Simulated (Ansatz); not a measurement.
(Ru,Ta): RuTa

A 16-atom cell of (Ru,Ta) started in the hexagonal close-packed structure, site fractions Ru 0.500, Ta 0.500, short-range order 0.00 among the nearest mixed sites (0 is random, a negative value favours unlike neighbours), space group P1 at the end, its cell sheared by up to 6° against the end member's.

All values below come from r2SCAN (plane waves to 500 eV, PAW; Ansatz, an electronic-structure program). Spin–orbit coupling is left out; the runs are not spin-polarised. Its k-point mesh 6×6×6, Fermi–Dirac width 0.05 eV.

| Item | Result |
|---|---|
| volume per atom | 16.00 Å³ |
| Ru–Ta bonds | 2.869 Å on average, from 2.559 to 3.591 (58) |
| Ta–Ta bonds | 3.032 Å on average, from 2.736 to 4.109 (28) |
| Ru–Ru bonds | 3.010 Å on average, from 2.736 to 3.457 (25) |
| check of the structure type | not passed: over a tenth of the atoms count other neighbours than the ideal type within 1.2 times their shortest bond (scaled by covalent radii), so no mixing enthalpy is given |

```xyz
16
Lattice="-0.3692 -5.1092 -4.5112 0.4841 5.1787 -4.6148 5.4346 0.4172 4.4890" Properties=species:S:1:pos:R:3 pbc="T T T"
Ta     0.9994    -0.5793    -3.5291
Ta     5.1808     2.3165     1.0921
Ru     4.5621    -2.6261     1.0916
Ta     3.5141    -0.2135     1.2946
Ta     2.5047     2.2658    -3.3277
Ru     2.0902    -2.9166    -3.4262
Ru     1.4037     4.6531    -3.5949
Ta     3.8185    -0.2510    -3.6177
Ta     3.0366    -1.7457    -1.1966
Ru     2.0430     0.6186    -1.2902
Ru     1.8802     0.9635    -5.4846
Ta     0.7079     3.2371    -5.7817
Ta     4.6744     0.9392    -1.3061
Ru     4.2936    -4.2296    -1.1616
Ru     3.5341     3.4223    -1.1667
Ru     0.1527    -1.9605    -5.6910
```
